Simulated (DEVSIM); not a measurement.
Structure: abrupt Si n-p junction, at 300 K.

```tsv
layer (left to right)	material	thickness (μm)	Nd (cm⁻³)	Na (cm⁻³)	τn (s)	τp (s)
1	Si	0.420	6.8e16	-	0.0008	0.0008
2	Si	14.0	-	1.6e16	0.0008	0.0008
```

Left contact: ohmic. Right contact: ohmic. Voltage is applied to the left contact. Recombination: SRH at mid-gap. Mobility is μmin + (μ − μmin)/(1 + (N/Nref)^α).

Constants are typed, rounded textbook-type inputs, not results; the design itself was drawn at random and stands for no fabricated device. Values at 300 K.

```tsv
parameter	Si
gap (eV)	1.124
affinity (eV)	4.05
permittivity	11.7
Nc (cm⁻³)	2.86e19
Nv (cm⁻³)	3.1e19
μn (cm²/Vs)	1417
μp (cm²/Vs)	470
μn,min	52
μp,min	45
Nref,n	9.7e16
Nref,p	2.2e17
αn	0.68
αp	0.72
```

Model (solved in DEVSIM): 1D drift-diffusion, Boltzmann statistics, complete ionisation; no tunnelling, impact ionisation, image-force lowering or self-heating.

Question: Give the dark forward current.

Answer: 
(V (V), J (A/cm²)): (-0.05, -5.3e-10); (-0.10, -4.2e-9); (-0.15, -2.9e-8); (-0.25, -1.4e-6); (-0.30, -9.6e-6); (-0.35, -6.6e-5); (-0.40, -0.00046); (-0.45, -0.0031); (-0.55, -0.15); (-0.60, -0.99); (-0.65, -5.8); (-0.70, -24); (-0.80, -140); (-0.85, -260); (-0.90, -420); (-0.95, -610); (-1.00, -860); (-1.10, -1500); (-1.15, -1900); (-1.20, -2300)
